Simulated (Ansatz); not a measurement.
Formation energy of the bound charge states of Nb on the Hf site (Nb_Hf) in monoclinic HfO2 (start: the Hf site; 96-site cell, 2×2×2 shifted sampling) against the Fermi level, O-rich (Δμ(Hf) = -10.38 eV, Δμ(Nb) = -9.27 eV, bounded by Nb2O5 (C2/c); only phases computed here count, gases as isolated molecules at 0 K). These are PBE, PAW (plane waves to 420 eV; Ansatz, a first-principles code) values and carry that method's errors.

Details: 96-site cell; 2×2×2 shifted k-points; host gap 4.04 eV; charged states image-corrected; no spin–orbit coupling; not converged in cell size; flagged in the runs: a host whose relaxation on this sampling wasn't shown to rest, a strain field that reaches the edge of the cell.

Left out: charge +2 (carrier in host band states).

```json
[
 {"E_F − E_VBM (eV)": "0.00", "q = +1": "-0.67", "q = 0": "2.25", "q = −1": "5.71"},
 {"E_F − E_VBM (eV)": "0.50", "q = +1": "-0.16", "q = 0": "2.25", "q = −1": "5.20"},
 {"E_F − E_VBM (eV)": "1.01", "q = +1": "0.34", "q = 0": "2.25", "q = −1": "4.70"},
 {"E_F − E_VBM (eV)": "1.51", "q = +1": "0.85", "q = 0": "2.25", "q = −1": "4.19"},
 {"E_F − E_VBM (eV)": "2.02", "q = +1": "1.35", "q = 0": "2.25", "q = −1": "3.69"},
 {"E_F − E_VBM (eV)": "2.52", "q = +1": "1.86", "q = 0": "2.25", "q = −1": "3.18"},
 {"E_F − E_VBM (eV)": "3.03", "q = +1": "2.36", "q = 0": "2.25", "q = −1": "2.68"},
 {"E_F − E_VBM (eV)": "3.53", "q = +1": "2.87", "q = 0": "2.25", "q = −1": "2.17"},
 {"E_F − E_VBM (eV)": "4.04", "q = +1": "3.37", "q = 0": "2.25", "q = −1": "1.67"}
]
```

Crossings of the lowest lines: (+1/0) at 2.92 eV; (0/−1) at 3.45 eV.
